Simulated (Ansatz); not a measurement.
Consider CdSe in the zinc blende structure (space group F-43m, No. 216).

```yaml
crystal:
  lattice:
    - [0.00000, 3.04079, 3.04079]
    - [3.04079, 0.00000, 3.04079]
    - [3.04079, 3.04079, 0.00000]
  atoms:
    - { symbol: Cd, position: [0.00000, 0.00000, 0.00000] }
    - { symbol: Se, position: [0.25000, 0.25000, 0.25000] }
```

Cartesian axes are those of the cell as printed.

Computed with Ansatz (a first-principles code), PBEsol, PAW, cutoff 420 eV, no spin-orbit coupling.

For the base:

| Property | Value |
|---|---|
| Gap character | direct at Γ |
| Valence-band top at Γ | 0.00, 0.00, 0.00 eV |

One thing is altered: the cell is compressed by 0.50 % along z with no lateral relaxation, atoms relaxed at fixed cell.

Question: Estimate the effect on the gap character, valence-band top at Γ and stress.

Answer: The gap character is still direct at Γ; the valence-band top at Γ (three highest levels, from the VBM) becomes 0.00, -0.02, -0.02 eV (base: 0.00, 0.00, 0.00 eV); the stress (xx, yy, zz, yz, xz, xy; compression positive) comes out as (0.24, 0.24, 0.32, 0.00, 0.00, 0.00) GPa.

The cells carry an imposed strain or load. Stability against distortions was not tested. k-point labels follow each cell's own Brillouin zone.
